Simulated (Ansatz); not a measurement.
AlB2-type TiB2

Method: PBE-D4 (Ansatz, an electronic-structure program, PAW).

Run with plane-wave cutoff 500 eV, 18×18×12 k mesh (along the axes of the cell as run), Fermi–Dirac smearing 0.05 eV, no spin polarisation, scalar-relativistic PAW data made under PBE.

Cell (relaxed at this level):

```
TiB2
1.0
    3.00960     0.00000     0.00000
   -1.50480     2.60639     0.00000
    0.00000     0.00000     3.17184
Ti B
1 2
Cartesian
  0.00000   0.00000   0.00000
  0.00000   1.73759   1.58592
  1.50480   0.86880   1.58592
```

- equilibrium volume per atom: 8.29 Å³/atom
- equilibrium lattice constant a: 3.010 Å
- lattice parameter c: 3.172 Å

Measured, for comparison: lattice constant a 3.029 Å, lattice parameter c 3.229 Å (293 K, not corrected to a static lattice; as tabulated in R. G. Munro, J. Res. NIST 105, 709 (2000), Material Properties of Titanium …). Computed (rounded) less measured: lattice constant a -0.6 %, lattice parameter c -1.8 %. A static lattice is as a rule a little smaller and stiffer than an uncorrected measurement, which narrows the difference in the lattice constant a, lattice parameter c and would widen misses of the other sign.

The computed numbers hold no vibrational or temperature effects.
